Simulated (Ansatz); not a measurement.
SiC, point defects

Take an 8-atom supercell of SiC in the zinc blende structure (space group F-43m, No. 216; a = 4.356 Å) at its relaxed geometry as the base.

One neutral defect a cell, atoms relaxed at fixed cell.

Level of theory: r2SCAN in Ansatz (plane waves to 500 eV, PAW, without spin-orbit coupling).

```csv
variant,pressure,largest displacement of a host atom from its site in the perfect cell
perfect supercell,0.0 GPa,–
"Si interstitial (started 1.78 Å from the nearest host atom), symmetric start",41.5 GPa,0.36 Å
"Li interstitial (started 1.89 Å from the nearest host atom), symmetric start",14.8 GPa,0.01 Å
C vacancy,-1.4 GPa,0.01 Å
"O on a C site, symmetric start",5.9 GPa,0.22 Å
Si on a C site (antisite),47.2 GPa,0.18 Å
```

The magnetic state is the one reached from the starting moments; the real material's order can differ, and small cells can't hold many antiferromagnetic ones. The cell is small, so the values are those of an ordered compound at a high defect concentration; dilute-limit values will differ. The mesh was chosen for an insulator and is coarse for the gapless case. Defects with a symmetric start kept the site's symmetry and may sit on a saddle; the others started slightly shaken. Seeded moments were not kept for Si interstitial (started 1.78 Å from the nearest host atom), Li interstitial (started 1.89 Å from the nearest host atom), C vacancy and O on a C site and more.

Ansatz is a quantum-chemistry and plane-wave program.
